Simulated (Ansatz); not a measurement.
**CH3 on the 1x1 (0001) surface of corundum (cut with top plane Al), one in a 1x1 cell, started at the site 'top Al'**

Host crystal: corundum, with a band gap (PBE, scalar-relativistic without spin-orbit coupling).

Method: r2SCAN, at the PBE geometry and the start's symmetry (plane waves to 500 eV, PAW; Ansatz, an electronic-structure program).

Slab: 24 atoms, 6.7 Å thick at the start under the adsorbate (thin: gaps and levels are the slab's own); k 6x6x1, smearing 0.01 eV, dipole-corrected; single point; on the structure that PBE left under its start's symmetry; spin-polarised, ending with about 1.0 μB a cell; orders that need a larger cell were not tried, no spin-orbit, no U, no dispersion correction. The program's check for a lower electronic state was not made. At the end it is bonded to Al. In PBE it is, or lies within 0.03 eV of, the lowest of the starts that converged; the order may differ at this level.

```yaml
adsorption energy against CH4(g) − ½ H2(g) at the same level: 196 kJ/mol
gap_of_the_slab_on_its_k_mesh: 0.33 eV
highest_filled_level_below_the_top_vacuum_level: 5.15 eV
change_of_the_step_from_the_bottom_to_the_top_vacuum_level_against_the_clean_slab: -1.70 eV
height of the binding atom over the mean of the host atoms within 0.3 Å of the top one: 214.1 pm
magnetic_moment_of_the_cell: 1.00 μB
nearest_host_atoms_of_the_binding_atom: Al at 2.14 Å, O at 3.11 Å, O at 3.11 Å
caution: the clean host was not checked against rearrangement in a larger or rattled cell
cost: roughly 4 core-minutes
```

A negative adsorption energy means that the adsorbate is more stable on the surface than in its reference.
